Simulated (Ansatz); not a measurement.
Given:

```
GaN
1.0
    0.00000     2.27441     2.27441
    2.27441     0.00000     2.27441
    2.27441     2.27441     0.00000
N Ga
1 1
Direct
  0.25000   0.25000   0.25000
  0.00000   0.00000   0.00000
```

No spin polarisation.

All numbers come from Kohn–Sham DFT with the PBE functional, run in Ansatz (an electronic-structure program) with PAW and 420 eV plane waves, without spin-orbit coupling, earlier PAW set. Γ-centred 12×12×12 mesh, Fermi–Dirac width 0.05 eV.

Q: What is the computed electron mass?

A: 0.14 mₑ (at Γ).

Q: What is the computed hole mass (degenerate bands, along [100])?

A: 0.15, 0.90, 0.90 mₑ (at Γ).

Q: Predict the band gap.

A: 1.54 eV.

Q: What is the computed space group?

A: F-43m (No. 216).

Masses are band curvatures over ±0.01 Å⁻¹ around the edge. Stability against distortions was not tested. The cell was made from GaSb by this change: Sb → N. This is not the structure that GaN has at room temperature and ambient pressure.
